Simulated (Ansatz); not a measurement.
Data:

Host crystal: 3C silicon carbide, with a band gap (PBE, scalar-relativistic without spin-orbit coupling).

End structure of N on the 1x1 (110) surface of 3C silicon carbide (cut with top plane C + Si), one in a 2x2 cell, started at the site 'over Si at depth 1.5 Å':

```
CELL_PARAMETERS angstrom
      6.19426     0.00000     0.00000
      0.00000     8.76000     0.00000
      0.00000     0.00000    27.00000
ATOMIC_POSITIONS crystal
  C  0.00000 0.36841 0.35704
  C  0.00000 0.86841 0.35704
  C  0.50000 0.36841 0.35704
  C  0.50000 0.86841 0.35704
  Si 0.25000 0.27125 0.36602
  Si 0.25000 0.77125 0.36602
  Si 0.75000 0.27125 0.36602
  Si 0.75000 0.77125 0.36602
  C  0.25000 0.11854 0.41341
  C  0.25000 0.61854 0.41341
  C  0.75000 0.11854 0.41341
  C  0.75000 0.61854 0.41341
  Si 0.00000 0.99658 0.41191
  Si 0.00000 0.49658 0.41191
  Si 0.50000 0.99658 0.41191
  Si 0.50000 0.49658 0.41191
  C  0.00000 0.37268 0.47117
  C  0.00000 0.87268 0.47117
  C  0.50000 0.37268 0.47117
  C  0.50000 0.87268 0.47117
  Si 0.25000 0.24764 0.47189
  Si 0.25000 0.74764 0.47189
  Si 0.75000 0.24764 0.47189
  Si 0.75000 0.74764 0.47189
  C  0.25000 0.11398 0.52726
  C  0.25000 0.62695 0.52967
  C  0.75000 0.11831 0.52833
  C  0.75000 0.62706 0.53055
  Si 0.99732 0.99286 0.52887
  Si 0.99997 0.50094 0.52802
  Si 0.50268 0.99286 0.52887
  Si 0.50003 0.50094 0.52802
  C  0.99914 0.36704 0.58162
  C  0.00201 0.87370 0.59150
  C  0.50086 0.36704 0.58162
  C  0.49799 0.87370 0.59150
  Si 0.25000 0.25082 0.57982
  Si 0.25000 0.74485 0.59178
  Si 0.75000 0.24975 0.58460
  Si 0.75000 0.73787 0.59340
  C  0.25000 0.16170 0.64630
  C  0.25000 0.61287 0.64297
  C  0.75000 0.13696 0.64419
  C  0.75000 0.56790 0.64328
  Si 0.99899 0.03890 0.63658
  Si 0.03553 0.47352 0.64182
  Si 0.50101 0.03890 0.63658
  Si 0.46447 0.47352 0.64182
  N  0.25000 0.31795 0.66551
```

Slab: 49 atoms, 7.7 Å thick at the start under the adsorbate (thin: gaps and levels are the slab's own); k 3x3x1, smearing 0.01 eV, dipole-corrected; single point; on the structure that PBE left under its start's symmetry; spin-polarised, ending with about 1.0 μB a cell; orders that need a larger cell were not tried, no spin-orbit, no U, no dispersion correction. The program's check for a lower electronic state was not made. At the end it is bonded to C + 2 Si. In PBE this state lies 0.08 eV over the lowest of the starts that converged ('top C').

A negative adsorption energy means that the adsorbate is more stable on the surface than in its reference.

What is the computed adsorption energy against ½ N2(g) at the same level (r2SCAN, at the PBE geometry and the start's symmetry run with Ansatz, a program for electronic structure)?

0.86 eV

What change of the step from the bottom to the top vacuum level, against the clean slab does r2SCAN, at the PBE geometry and the start's symmetry give?

-0.19 eV
